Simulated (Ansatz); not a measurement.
Base system: ZrB2 (space group P6/mmm, No. 191; relaxed with 0.1 eV smearing).

```cif
data_B2Zr
_chemical_formula_sum 'Zr1 B2'
_space_group_name_H-M_alt 'P6/mmm'
_space_group_IT_number 191
_space_group_name_Hall '-P 6 2'
_cell_length_a 3.17143
_cell_length_b 3.17143
_cell_length_c 3.54182
_cell_angle_alpha 90.000
_cell_angle_beta 90.000
_cell_angle_gamma 120.000
loop_
_atom_site_label
_atom_site_type_symbol
_atom_site_symmetry_multiplicity
_atom_site_Wyckoff_symbol
_atom_site_fract_x
_atom_site_fract_y
_atom_site_fract_z
_atom_site_occupancy
Zr1 Zr 1 a 0.00000 0.00000 0.00000 1
B1 B 2 d 0.33333 0.66667 0.50000 1
```

The values are results of PBE (Ansatz, a program for electronic structure; PAW; 420 eV plane waves; no SOC), not measurements.

Strains are applied to the cell and any free atomic positions relax.

One change was made to it. Results:

| quantity | base | after |
|---|---|---|
| energy relative to the base (free energy F) | 0 meV/atom | +46 meV/atom |
| pressure (mean of the normal stresses, compression positive) | 0.0 GPa | 21.0 GPa |
| band gap | zero | zero |

Task: Name the change that was made.
A. isotropic strain +1.50 %
B. isotropic strain −2.00 %
C. isotropic strain −3.00 %
D. isotropic strain −2.50 %

Result: D, isotropic strain −2.50 %. For comparison, the energy relative to the base in the other runs: isotropic strain +1.50 % gives +15 meV/atom; isotropic strain −3.00 % gives +68 meV/atom; isotropic strain −2.00 % gives +29 meV/atom.

Whether these cells are dynamically stable was not tested. All final runs are without spin polarisation.
